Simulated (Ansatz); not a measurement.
## Rh: response to strain

Start from Rh in the fcc (Cu type) structure (space group Fm-3m, No. 225; a = 3.8016 Å; relaxed with 0.1 eV smearing). Axes: x, y, z lie along the cube axes.

Strains are applied to the cell and any free atomic positions relax; under biaxial strain the out-of-plane vector relaxes too; under stress the whole cell relaxes.

Method: r2SCAN (Ansatz, a quantum-chemistry and plane-wave program; PAW; 500 eV plane waves; no SOC), earlier PAW set.

Notes on the quantities. energy relative to the base: free energy F.

```json
[
 {"variant": "base", "volume per atom": "13.74 Å³", "energy relative to the base": "0 meV/atom", "space group": "Fm-3m (No. 225)"},
 {"variant": "biaxial strain +1.29 %, plane normal [001], relaxed out of plane", "volume per atom": "13.93 Å³", "energy relative to the base": "+6.3 meV/atom", "space group": "I4/mmm (No. 139)"},
 {"variant": "biaxial strain +0.38 %, plane normal [110], relaxed out of plane", "volume per atom": "13.81 Å³", "energy relative to the base": "+0.7 meV/atom", "space group": "Immm (No. 71)"},
 {"variant": "biaxial strain +3.46 %, plane normal [110], relaxed out of plane", "volume per atom": "14.43 Å³", "energy relative to the base": "+54 meV/atom", "space group": "Immm (No. 71)"},
 {"variant": "isotropic strain −3.78 %", "volume per atom": "12.24 Å³", "energy relative to the base": "+181 meV/atom", "space group": "Fm-3m (No. 225)"},
 {"variant": "isotropic strain −1.04 %", "volume per atom": "13.31 Å³", "energy relative to the base": "+12 meV/atom", "space group": "Fm-3m (No. 225)"},
 {"variant": "uniaxial strain ε_xx = +3.38 %", "volume per atom": "14.20 Å³", "energy relative to the base": "+20 meV/atom", "space group": "I4/mmm (No. 139)"},
 {"variant": "uniaxial strain ε_yy = −3.88 %", "volume per atom": "13.20 Å³", "energy relative to the base": "+31 meV/atom", "space group": "I4/mmm (No. 139)"},
 {"variant": "uniaxial stress, 2 GPa compression along z", "volume per atom": "13.70 Å³", "energy relative to the base": "+0.5 meV/atom", "space group": "I4/mmm (No. 139)"},
 {"variant": "tensor shear ε_xz = +1.97 %", "volume per atom": "13.73 Å³", "energy relative to the base": "+13 meV/atom", "space group": "Immm (No. 71)"}
]
```

A biaxial case was relaxed in a doubled cell and then solved in the primitive one. Beyond what the load breaks, stability against distortions was not tested. The final runs are not spin-polarised. Rh lies near a magnetic instability that expansion can trigger; it was not tested.
